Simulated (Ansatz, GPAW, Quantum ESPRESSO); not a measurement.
## One structure in several programs: MnCl2 (R-3m, 3 atoms in the cell)

Self-consistent single point.

```yaml
crystal:
  lattice:
    - [1.89004, 1.09121, 6.22284]
    - [-1.89004, 1.09121, 6.22284]
    - [0.00000, -2.18243, 6.22284]
  atoms:
    - { symbol: Mn, position: [0.00000, 0.00000, 0.00000], spin: 4.0 }
    - { symbol: Cl, position: [0.74280, 0.74280, 0.74280] }
    - { symbol: Cl, position: [0.25720, 0.25720, 0.25720] }
```
(The spins are starting values, not results.)

All programs got the same cell, k-point mesh and kind of occupations, and the same starting moments (in Ansatz's words: kpoints.mp_grid.grid = 7 7 7; magnetization.spin_polarized = true; scf.occupations.method = fermi_dirac; scf.occupations.width = 0.0007 Ry); potentials, basis and cutoffs are each program's usual ones.

```csv
code,model,pressure (GPa),largest force (eV/Å),gap on the mesh (eV),size of the net moment (μB/atom),cutoff
Quantum ESPRESSO,"PBEsol, PseudoDojo standard norm-conserving (PBESOL) pseudopotentials",-4.35,0.628,1.990,1.67,100 Ry
Ansatz,"PBEsol, PAW files made with PBE",-4.41,0.633,1.892,1.67,default
GPAW,"PBEsol, GPAW PAW datasets PBEsol (made by gpaw-setup)",-4.21,0.607,1.865,1.67,800 eV
```

Gaps are read on the mesh.

The spread over the programs that give each value: pressure within 0.20 GPa; largest force within 0.026 eV/Å; gap on the mesh within 0.125 eV; size of the net moment within 0.00 μB/atom.

The starting cell comes from a database of computed structures (which also holds hypothetical and non-ambient phases and stackings), without a prior relaxation at this level. Its lattice was rescaled by a random factor within 2.5 % of one. On Ansatz's run: With one magnetic atom in the cell only a parallel order is possible. In the base run, with a pressure of about -4 GPa the cell is away from its equilibrium volume at this level.

Task: Why do the programs differ, and what cannot be compared?

Result: Differences of this kind can come from the potentials, where these differ, and from what each basis and cutoff leave unconverged. The zero of total energies and Fermi levels follows the potentials and each program's conventions, so they are not compared here. Ansatz's pressure is given at a fixed set of plane waves, as the other plane-wave codes print theirs; with its correction for the finite basis it is -4.37 GPa. Ansatz's smearing width was typed in Ry to four decimals, so it matches the others to a few per cent. Site moments depend on each program's spheres or projections; the total moment of the cell does not.

Left out of this page: ABINIT (failed or unconverged).

Ansatz is a program for electronic structure.

Keys are those of Ansatz 0.2.
